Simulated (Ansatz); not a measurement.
Consider ZrO₂ in the fluorite structure (space group Fm-3m, No. 225; a = 5.089 Å). Axes: x, y, z lie along the cube axes.

Method: r2SCAN in Ansatz (plane waves to 500 eV, PAW, spin-orbit coupling left out).

For the base:

- Valley order = Γ 3.89 eV; X along ⟨100⟩ 4.29 eV; a point along ⟨110⟩, about 0.8 Å⁻¹ from Γ 4.29 eV; L along ⟨111⟩ 4.50 eV

One thing is altered: the cell is stretched by 1.26 % along z with no lateral relaxation, atoms relaxed at fixed cell.

Problem. How does this affect the energy relative to the base?

Solution. The energy increases by 3.0 meV/atom.

Problem. How does this affect the valley order?

Solution. The valley order (the lowest conduction-band minima on the path, energy above the VBM, named in the base's zone) goes from Γ 3.89 eV; X along ⟨100⟩ 4.29 eV; a point along ⟨110⟩, about 0.8 Å⁻¹ from Γ 4.29 eV; L along ⟨111⟩ 4.50 eV to Γ 3.74 eV; X along [001] 4.18 eV; X along [100] 4.19 eV; a point along [1-10], about 0.9 Å⁻¹ from Γ 4.26 eV.

The levels and masses belong to the bands next to the band gap. The cells carry an imposed strain or load. No phonon test of stability was made. This is not the structure that ZrO2 has at room temperature and ambient pressure.

Ansatz is a first-principles code.
